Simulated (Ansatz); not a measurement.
Subject: the adsorption energy of CH3 on slab B, per molecule. Reaction: cell B + CH3 (gas) → cell A. Negative: the products are lower in energy.

Cell A: a slab of C (diamond, Fd-3m) cut along (100), 67 atoms, rectangular cell of 5.05 × 10.10 Å (51.0 Å²), symmetry P1 within 0.02 Å, 7.4 Å thick under 16 Å of vacuum, in-plane vectors held at the crystal's; planes from bottom to top: H8 | C8 × 6 | H7 | CH3; added, foreign or displaced atoms, above the top plane and below the bottom plane: 13 times H bound to 1 C at 1.10 Å; two times H bound to 1 C at 1.09 Å; CH3 bound through C to 1 C at 1.53 Å; against B it holds CH3 more, on a cell with eight atoms a plane; spin state with PBE: run without spin, k-point mesh 5×2×1.
```
CELL_PARAMETERS angstrom
      5.05098     0.00000     0.00000
      0.00000    10.10195     0.00000
      0.00000     0.00000    23.37302
ATOMIC_POSITIONS crystal
  C  0.00003 0.04123 0.38393
  C  0.99999 0.20442 0.38349
  C  0.00011 0.54344 0.38323
  C  0.00009 0.70683 0.38375
  C  0.50011 0.04123 0.38393
  C  0.50015 0.20442 0.38349
  C  0.50007 0.54344 0.38323
  C  0.50009 0.70683 0.38375
  C  0.25008 0.00637 0.41891
  C  0.25008 0.24047 0.41824
  C  0.25009 0.50739 0.41803
  C  0.25009 0.74161 0.41877
  C  0.75007 0.00635 0.41897
  C  0.75006 0.24034 0.41832
  C  0.75010 0.50737 0.41798
  C  0.75009 0.74165 0.41879
  C  0.25007 0.12381 0.45933
  C  0.25009 0.37399 0.45529
  C  0.25010 0.62399 0.45910
  C  0.25009 0.87401 0.45662
  C  0.75005 0.12356 0.45945
  C  0.75009 0.37400 0.45522
  C  0.75010 0.62399 0.45906
  C  0.75008 0.87415 0.45675
  C  0.00080 0.12399 0.49442
  C  0.99958 0.37408 0.49667
  C  0.99992 0.62370 0.49405
  C  0.00079 0.87403 0.49832
  C  0.49932 0.12396 0.49443
  C  0.50060 0.37407 0.49667
  C  0.50030 0.62370 0.49405
  C  0.49939 0.87402 0.49832
  C  0.00091 0.00806 0.53589
  C  0.99997 0.24231 0.53436
  C  0.99981 0.50596 0.53432
  C  0.00021 0.74004 0.53529
  C  0.49918 0.00802 0.53593
  C  0.50021 0.24230 0.53436
  C  0.50040 0.50595 0.53432
  C  0.50002 0.74003 0.53528
  C  0.24993 0.04605 0.57240
  C  0.25011 0.20943 0.56908
  C  0.25011 0.54021 0.56915
  C  0.25014 0.70230 0.56981
  C  0.75009 0.04384 0.56983
  C  0.75008 0.20722 0.56949
  C  0.75010 0.54083 0.56945
  C  0.75011 0.70401 0.57003
  H  0.25014 0.25335 0.61217
  H  0.25011 0.49783 0.61250
  H  0.25032 0.73970 0.61378
  H  0.75034 0.00249 0.61305
  H  0.75005 0.24975 0.61285
  H  0.75010 0.49829 0.61277
  H  0.75007 0.74483 0.61367
  H  0.99989 0.99892 0.34057
  H  0.99969 0.24553 0.33991
  H  0.00024 0.50251 0.33961
  H  0.00007 0.74920 0.34040
  H  0.50026 0.99892 0.34056
  H  0.50044 0.24553 0.33990
  H  0.49995 0.50251 0.33961
  H  0.50012 0.74919 0.34040
  C  0.24882 0.00622 0.63554
  H  0.07739 0.04936 0.65760
  H  0.24351 0.89923 0.64290
  H  0.42440 0.04517 0.65753
```

Cell B: a slab of C (diamond, Fd-3m) cut along (100), 63 atoms, rectangular cell of 5.05 × 10.10 Å (51.0 Å²), symmetry Pm within 0.02 Å, 6.4 Å thick under 16 Å of vacuum, in-plane vectors held at the crystal's; planes from bottom to top: H8 | C8 × 6 | H7, its two faces unlike (dipole correction applied); added, foreign or displaced atoms, above the top plane and below the bottom plane: 15 times H bound to 1 C at 1.10 Å; spin state with PBE: net moment 1.0 μB a cell, k-point mesh 5×2×1.
```
C16H5
1.0
    5.05098     0.00000     0.00000
    0.00000    10.10195     0.00000
    0.00000     0.00000    22.30363
C H
48 15
Direct
  0.00000   0.04325   0.40246
  0.99997   0.20657   0.40246
  0.00001   0.54316   0.40246
  0.00000   0.70646   0.40244
  0.50000   0.04325   0.40246
  0.50003   0.20657   0.40246
  0.49999   0.54316   0.40246
  0.50000   0.70646   0.40244
  0.25000   0.00779   0.43904
  0.25000   0.24206   0.43903
  0.25000   0.50776   0.43904
  0.25000   0.74190   0.43902
  0.75000   0.00770   0.43902
  0.75000   0.24208   0.43904
  0.75000   0.50776   0.43904
  0.75000   0.74187   0.43901
  0.25000   0.12494   0.48169
  0.25000   0.37494   0.47835
  0.25000   0.62483   0.48172
  0.25000   0.87480   0.47829
  0.75000   0.12466   0.48171
  0.75000   0.37498   0.47836
  0.75000   0.62482   0.48172
  0.75000   0.87475   0.47828
  0.99984   0.12537   0.51830
  0.99998   0.37502   0.52190
  0.00001   0.62485   0.51839
  0.99991   0.87459   0.52179
  0.50016   0.12537   0.51830
  0.50002   0.37502   0.52190
  0.49999   0.62485   0.51839
  0.50009   0.87459   0.52179
  0.00021   0.00669   0.56132
  0.99966   0.24217   0.56114
  0.00002   0.50793   0.56113
  0.00002   0.74187   0.56105
  0.49979   0.00669   0.56132
  0.50034   0.24217   0.56114
  0.49998   0.50793   0.56113
  0.49998   0.74187   0.56105
  0.25000   0.04562   0.59422
  0.25000   0.20557   0.59769
  0.25000   0.54345   0.59773
  0.25000   0.70687   0.59767
  0.75000   0.04346   0.59802
  0.75000   0.20652   0.59774
  0.75000   0.54338   0.59770
  0.75000   0.70661   0.59766
  0.25000   0.24552   0.64355
  0.25000   0.50179   0.64328
  0.25000   0.74943   0.64303
  0.75000   0.00229   0.64350
  0.75000   0.24809   0.64329
  0.75000   0.50174   0.64326
  0.75000   0.74855   0.64314
  0.00008   0.00158   0.35690
  0.99985   0.24829   0.35691
  0.00001   0.50148   0.35689
  0.99999   0.74809   0.35687
  0.49992   0.00158   0.35690
  0.50015   0.24829   0.35691
  0.49999   0.50148   0.35689
  0.50001   0.74809   0.35687
```

Reference: an isolated CH3 molecule (doublet) in a box of 13 × 13 × 12 Å.
```xyz
4

C      0.0000     0.0000    -0.0006
H      1.0753    -0.1484     0.0297
H     -0.6654    -0.8571    -0.0427
H     -0.4099     1.0054     0.0136
```

Plane-wave PAW calculations with Ansatz (a quantum-chemistry and plane-wave program), its default PAW set, cutoff 420 eV, 500 eV for r2SCAN. The structures are at rest with PBE, within the held lattices; other levels are single points on them. HSE06 runs on coarser k-point meshes, mended by the PBE difference between the two meshes. Neutral cells; Fermi-Dirac smearing of at most 0.05 eV in the solids, energies taken to zero width. The lattices are those relaxed with PBE, so at other levels the solids can be strained, which adds to the spread. Larger cells are relaxed from a start prepared with the learned potential CHGNet, on a coarser mesh till forces fall under 0.03 eV/Å, which some starts already meet. A dispersion term (D3(BJ), or D4 for r2SCAN) was computed beside these levels and is taken off wherever the name lacks it. Nuclei at rest; no vibrational terms. The structures are the rest points that the relaxations reached, not proven lowest. No search over spin orders was made beyond those shown. Values are for these cell sizes. Cell B has symmetry Pm within 0.02 Å and got no random move, so less symmetric positions, which may lie lower, weren't tried.

**Question.** Give the value at the level r2SCAN.

**Answer.** -3.62 eV, for cell B + CH3 (gas) → cell A.

**Question.** What do the other levels give, and how wide is the spread?

**Answer.** 
```csv
Level,value (eV),less r2SCAN
PBE,-3.77,-0.15
HSE06,-3.79,-0.17
```

The levels shown span 0.17 eV, from HSE06 (-3.79) to r2SCAN (-3.62).
